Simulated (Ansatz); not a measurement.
## Several settings converged on SrAg2 (Imma, 6 atoms in the cell)

```xyz
6
Lattice="-2.3694 3.8619 4.1365 2.3694 -3.8619 4.1365 2.3694 3.8619 -4.1365" Properties=species:S:1:pos:R:3 pbc="T T T"
Sr     0.0000     1.9309     0.3724
Sr     2.3694     1.9309     3.7641
Ag     2.3694     3.4402    -1.3428
Ag     0.0000     0.4216     5.4792
Ag     0.0000     4.2835     2.7937
Ag     2.3694    -0.4216     1.3428
```

Base method: LDA (PW92), default PAW files made with PBE (plane waves; Ansatz, a quantum-chemistry and plane-wave program).

Base settings: basis.ecutwfc = 420 eV; kpoints.mp_grid.grid = 5 5 5; hamiltonian.xc = lda; hamiltonian.pseudopotentials = {kind: paw} (the program's default PAW files); scf.occupations.method = gaussian; scf.occupations.width = 0.1 eV.

Core times come from one kind of shared machine, to one figure; runs under 30 s give none.

**Zone-centre phonons against the cutoff**

In this ladder: phonons.method = dfpt.

The mesh stays at the base's, so the ladder's end is converged at best in this setting alone.

Frequencies are those of the unrelaxed cell, without the LO-TO term of polar crystals.

Only quantities that move along the ladder and can be compared are tabulated.

| basis.ecutwfc | highest zone-centre frequency (cm⁻¹) | lowest optical frequency (cm⁻¹) | core time / last (rough) |
|---|---|---|---|
| 210 eV | 107.1 | -12.7 | 0.3 |
| 250 eV | 131.5 | 63.3 | 0.3 |
| 295 eV | 136.2 | 51.5 | 0.4 |
| 420 eV | 131.2 | 53.6 | 0.8 |
| 505 eV | 131.2 | 53.6 | 1 |

Coarsest basis.ecutwfc that holds the highest zone-centre frequency within 2 cm⁻¹ of the last step, with all finer ones: 420 eV; the step before is off by 5.1 cm⁻¹.

Coarsest basis.ecutwfc that holds the lowest optical frequency within 2 cm⁻¹ of the last step, with all finer ones: 420 eV; the step before is off by 2.1 cm⁻¹.

**The force threshold of a relaxation**

On SrAg2 (Imm2, 6 atoms in the cell): one atom moved by 0.15 angstrom.

In this ladder: relax = atoms.

The mesh stays at the base's, so the ladder's end is converged at best in this setting alone.

Only quantities that move along the ladder and can be compared are tabulated.

| relax.f_tol | free energy less the last step's (meV/atom) | largest force left (eV/Å) | relaxation steps | core time / last (rough) |
|---|---|---|---|---|
| 0.2 eV/Å | 0.15 | 0.0512 | 2 | 0.4 |
| 0.05 eV/Å | 0.01 | 0.0065 | 4 | 0.7 |
| 0.02 eV/Å | 0.01 | 0.0058 | 3 | 0.6 |
| 0.005 eV/Å | 0.00 | 0.0021 | 4 | 0.7 |
| 0.001 eV/Å | 0.00 | 0.0002 | 5 | 1 |

Coarsest relax.f_tol that holds the free energy within 0.05 meV/atom of the last step, with all finer ones: 0.05 eV/Å; the step before is off by 0.15 meV/atom.

Coarsest relax.f_tol that holds the largest force left within 0.01 eV/Å of the last step, with all finer ones: 0.05 eV/Å; the step before is off by 0.051 eV/Å.

On the base run: the starting cell comes from a database of computed structures (which also holds hypothetical and non-ambient phases and stackings), without a prior relaxation at this level. Its lattice was rescaled by up to half a per cent. In the base run, with a pressure of about -4 GPa the cell is away from its equilibrium volume at this level.

Keys are those of Ansatz 0.2.
